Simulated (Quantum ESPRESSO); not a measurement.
A self-consistent single point of NaSrMg₆ (P1, 8 atoms in the cell) with Quantum ESPRESSO.

Level of theory: PBEsol, GBRV 1.5 ultrasoft (PBESOL) pseudopotentials (plane waves; Quantum ESPRESSO 7.5).

The change in words: atoms moved at random. Reference geometry:
```
NaSrMg6
1.0
    5.40692     0.00000     0.00000
    0.00000     3.42421     5.98393
    0.00000    -3.42421     5.98393
Na Sr Mg
1 1 6
Direct
  0.00000   0.83961   0.83961
  0.50000   0.66615   0.66615
  0.00000   0.31924   0.83984
  0.00000   0.83984   0.31924
  0.00000   0.33245   0.33245
  0.50000   0.16949   0.66989
  0.50000   0.66989   0.16949
  0.50000   0.16335   0.16335
```

Reference input (self-consistent single point, DFT, PBEsol, plane waves, GBRV 1.5 ultrasoft (PBESOL) pseudopotentials): ecutwfc = 40 Ry; ecutrho = 200 Ry; occupations = smearing; smearing = gaussian; degauss = 0.0036749 Ry; K_POINTS = automatic 4 3 3 0 0 0; conv_thr = 1e-08 Ry. This run's input differs from it in these lines:

```diff
@@ -26,10 +26,10 @@
 ATOMIC_POSITIONS {crystal}
-Na    0.00000000    0.83961000    0.83961000
-Sr    0.50000000    0.66615000    0.66615000
-Mg    0.00000000    0.31924000    0.83984000
-Mg    0.00000000    0.83984000    0.31924000
-Mg    0.00000000    0.33245000    0.33245000
-Mg    0.50000000    0.16949000    0.66989000
-Mg    0.50000000    0.66989000    0.16949000
-Mg    0.50000000    0.16335000    0.16335000
+Na    0.00429000    0.83682000    0.83904200
+Sr    0.50478100    0.66959200    0.65695300
+Mg    0.00633400    0.32019100    0.84261700
+Mg   -0.02261100    0.84046200    0.31720000
+Mg   -0.00311500    0.33284300    0.33840700
+Mg    0.50291200    0.16640400    0.66987000
+Mg    0.50096500    0.67445500    0.16509300
+Mg    0.50644500    0.15925300    0.17083900
 K_POINTS {automatic}
```

Output, abridged:

```
     Self-consistent Calculation

     iteration #  1     ecut=    40.00 Ry     beta= 0.70

     Threshold (ethr) on eigenvalues was too large:
     Diagonalizing with lowered threshold

     negative rho (up, down):  6.391E-02 0.000E+00

     total energy              =    -915.70060669 Ry
     estimated scf accuracy    <       0.71590993 Ry

     iteration #  2     ecut=    40.00 Ry     beta= 0.70

     negative rho (up, down):  6.500E-02 0.000E+00

     total energy              =    -915.85520767 Ry
     estimated scf accuracy    <       0.04134295 Ry

     iteration #  3     ecut=    40.00 Ry     beta= 0.70

     negative rho (up, down):  6.544E-02 0.000E+00

     total energy              =    -915.85957561 Ry
     estimated scf accuracy    <       0.01319028 Ry

   [... 5 blocks of this kind left out ...]

     iteration #  9     ecut=    40.00 Ry     beta= 0.70

     negative rho (up, down):  6.566E-02 0.000E+00

     total energy              =    -915.86308899 Ry
     estimated scf accuracy    <       0.00000002 Ry

     iteration # 10     ecut=    40.00 Ry     beta= 0.70

     negative rho (up, down):  6.566E-02 0.000E+00
     End of self-consistent calculation

     the Fermi energy is     4.7984 ev

!    total energy              =    -915.86308899 Ry
     estimated scf accuracy    <          4.0E-09 Ry
     smearing contrib. (-TS)   =      -0.00049509 Ry
     internal energy E=F+TS    =    -915.86259390 Ry

     convergence has been achieved in  10 iterations

     negative rho (up, down):  6.566E-02 0.000E+00

     Forces acting on atoms (cartesian axes, Ry/au):

     atom    1 type  1   force =    -0.00019510    0.00009483    0.00225816
     atom    2 type  2   force =    -0.00819821   -0.01009830    0.00214603
     atom    3 type  3   force =    -0.00045139   -0.00126343   -0.00166278
     atom    4 type  3   force =     0.01495798    0.00213593   -0.00195166
     atom    5 type  3   force =     0.00227429    0.00035875   -0.00121022
   [... lines left out ...]
     Total force =     0.023346     Total SCF correction =     0.000339
   [... lines left out ...]

     negative rho (up, down):  6.566E-02 0.000E+00
          total   stress  (Ry/bohr**3)                   (kbar)     P=       -6.64
  -0.00001670   0.00001641  -0.00000698           -2.46        2.41       -1.03
   0.00001641  -0.00005800  -0.00000281            2.41       -8.53       -0.41
  -0.00000698  -0.00000281  -0.00006068           -1.03       -0.41       -8.93

   JOB DONE.
```

The run converged in 10 iterations. Against the reference run the free energy rises by 5.4 meV/atom, the pressure hardly changes (-0.74 to -0.66 GPa) and the largest force goes from 0.067 to 0.392 eV/Å.

The starting cell comes from a database of computed structures (which also holds hypothetical and non-ambient phases and stackings), without a prior relaxation at this level. For this run, on top of that: atoms moved at random.

Cost on one core of a shared machine: roughly 2 min.
